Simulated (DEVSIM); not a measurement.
System: Ni/SiON/p-Si capacitor, at 300 K.

Layer 1 from the left is SiON, thickness (nm) 19.0. Layer 2 from the left is Si, thickness (nm) 15000, Na (cm⁻³) 1.5e15.

Metal gate on the left, work function 5.1 eV. Fixed charge at the semiconductor interface 2.2e11 cm⁻² (in units of +e); no interface traps.

The device is made up for the run: typed textbook-type constants, with dimensions and the other settings drawn at random. Values at 300 K.

SiON: gap (eV) 7, affinity (eV) 1.4, permittivity 5.5. Si: gap (eV) 1.124, affinity (eV) 4.05, permittivity 11.7, Nc (cm⁻³) 2.86e19, Nv (cm⁻³) 3.1e19.

Model (solved in DEVSIM): 1D Poisson equation in equilibrium, Boltzmann statistics, complete ionisation; no quantum confinement or tunnelling. Metal contacts follow the ideal Schottky-Mott rule: no Fermi-level pinning, no interface dipoles.

Problem. What does the simulation give for the flat-band voltage, the minimum of the low-frequency capacitance, the threshold voltage (band bending 2φF)?

Solution. flat-band voltage 0.05 V; minimum of the low-frequency capacitance 0.0155 μF/cm²; threshold voltage (band bending 2φF) 0.73 V.
